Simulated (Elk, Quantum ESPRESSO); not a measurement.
An Elk input for a self-consistent single point of NbIr₃ (Pm-3m, 4 atoms in the cell) (DFT, LDA (PW92), all-electron FP-LAPW, Elk's shipped species files, APW+lo basis with extra local orbitals):

```
tasks
  0

tforce
  .true.

rgkmax
  7.5

gmaxvr
  18.0

lmaxapw
  10

lmaxo
  8

nxlo
  2

lorbcnd
  .true.

lradstp
  2

nrmtscf
  2.0

rmtscf
  0.88

lmaxi
  4

swidth
  0.00183747

maxscl
  100

scale
  1.889726125

avec
    3.9439350000    0.0000000000    0.0000000000
    0.0000000000    3.9439350000    0.0000000000
    0.0000000000    0.0000000000    3.9439350000

sppath
  './'

atoms
  2
  'Nb.in'
  1
  0.0000000000  0.0000000000  0.0000000000    0.0 0.0 0.0
  'Ir.in'
  3
  0.5000000000  0.5000000000  0.0000000000    0.0 0.0 0.0
  0.0000000000  0.5000000000  0.5000000000    0.0 0.0 0.0
  0.5000000000  0.0000000000  0.5000000000    0.0 0.0 0.0

ngridk
  8 8 8
```

Task: Write the same calculation as an input for Quantum ESPRESSO.

Result: This is the input that was run; spellings and numerical settings could be chosen otherwise.

```fortran
&CONTROL
  calculation = 'scf',
  prefix = 'run',
  outdir = './tmp/',
  pseudo_dir = './',
  tprnfor = .true.,
  tstress = .true.,
/
&SYSTEM
  ibrav = 0,
  celldm(1) = 7.452957003,
  nat = 4,
  ntyp = 2,
  ecutwfc = 40,
  ecutrho = 320,
  occupations = 'smearing',
  smearing = 'fermi-dirac',
  degauss = 0.0036749,
/
&ELECTRONS
  conv_thr = 1.0d-10,
  mixing_beta = 0.3,
/
ATOMIC_SPECIES
Nb    92.9064  nb_lda_v1.uspp.F.UPF
Ir   192.2170  ir_lda_v1.2.uspp.F.UPF
ATOMIC_POSITIONS {angstrom}
Nb    0.000000000    0.000000000    0.000000000
Ir    1.971967500    1.971967500    0.000000000
Ir    0.000000000    1.971967500    1.971967500
Ir    1.971967500    0.000000000    1.971967500
K_POINTS {automatic}
8 8 8  0 0 0
CELL_PARAMETERS {alat}
   1.000000000     0.000000000     0.000000000
   0.000000000     1.000000000     0.000000000
   0.000000000     0.000000000     1.000000000
```

Basis, cutoffs, solver keys and any potentials are the target program's own. This input uses DFT, LDA (PZ), plane waves, GBRV 1.5 ultrasoft (LDA) pseudopotentials. LDA parametrisations can differ slightly between programs.

The starting cell comes from a database of computed structures (which also holds hypothetical and non-ambient phases and stackings), without a prior relaxation at this level. Its lattice was rescaled by a random factor within 2.5 % of one.
